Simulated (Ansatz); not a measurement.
The reference is ZnSiP2 in the chalcopyrite structure (space group I-42d, No. 122).

```yaml
crystal:
  lattice:
    - [-2.67663, 2.67663, 5.22239]
    - [2.67663, -2.67663, 5.22239]
    - [2.67663, 2.67663, -5.22239]
  atoms:
    - { symbol: Zn, position: [0.75000, 0.25000, 0.50000] }
    - { symbol: Zn, position: [0.00000, 0.00000, 0.00000] }
    - { symbol: Si, position: [0.25000, 0.75000, 0.50000] }
    - { symbol: Si, position: [0.50000, 0.50000, 0.00000] }
    - { symbol: P, position: [0.13953, 0.12500, 0.51453] }
    - { symbol: P, position: [0.61047, 0.62500, 0.48547] }
    - { symbol: P, position: [0.37500, 0.86047, 0.98547] }
    - { symbol: P, position: [0.87500, 0.38953, 0.01453] }
```

Cartesian axes are those of the cell as printed.

Level of theory: PBEsol (Ansatz, a quantum-chemistry and plane-wave program), no SOC.

Before the change:

- Hole mass: 0.16 mₑ along c, 0.37 mₑ across (at Γ)

The change: biaxial strain +3.72 %, plane normal [001], relaxed out of plane (Cartesian); in-plane vectors clamped, the third vector and the atoms free.

### Question
Predict the new in-plane stress.

### Answer
The mean in-plane stress (compression positive) comes out as -4.6 GPa.

### Question
Estimate the effect on the energy relative to the base.

### Answer
The energy grows by 21 meV/atom.

### Question
How does this affect the hole mass?

### Answer
The hole mass changes from 0.16 mₑ along c, 0.37 mₑ across (at Γ) to 0.15 mₑ out of plane, 0.37 mₑ in plane (at Γ).

The levels and masses belong to the bands next to the band gap. Masses are band curvatures over ±0.01 Å⁻¹ around the edge. Stability against distortions was not tested.
